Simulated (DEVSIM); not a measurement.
Structure: W/SiO2/n-Ge capacitor, at 300 K.

Layer 1 from the left is SiO2, thickness (nm) 25.0. Layer 2 from the left is Ge, thickness (nm) 930, Nd (cm⁻³) 4.1e17.

Metal gate on the left, work function 4.6 eV. Fixed charge at the semiconductor interface 0 cm⁻² (in units of +e); interface traps 2.9e10 cm⁻² eV⁻¹, uniform in energy, neutral level at 0.7 of the gap above the valence band.

This is a model device: material constants are rounded textbook-type values typed into the input, and sizes, dopings and lifetimes were drawn at random. Values at 300 K.

SiO2: gap (eV) 9, affinity (eV) 0.9, permittivity 3.9. Ge: gap (eV) 0.664, affinity (eV) 4, permittivity 16, Nc (cm⁻³) 1.04e19, Nv (cm⁻³) 6e18.

Model (solved in DEVSIM): 1D Poisson equation in equilibrium, Boltzmann statistics, complete ionisation; no quantum confinement or tunnelling. Metal contacts follow the ideal Schottky-Mott rule: no Fermi-level pinning, no interface dipoles.

Task: What does the simulation give for the minimum of the low-frequency capacitance, the flat-band voltage?

Result: minimum of the low-frequency capacitance 0.100 μF/cm²; flat-band voltage 0.52 V.
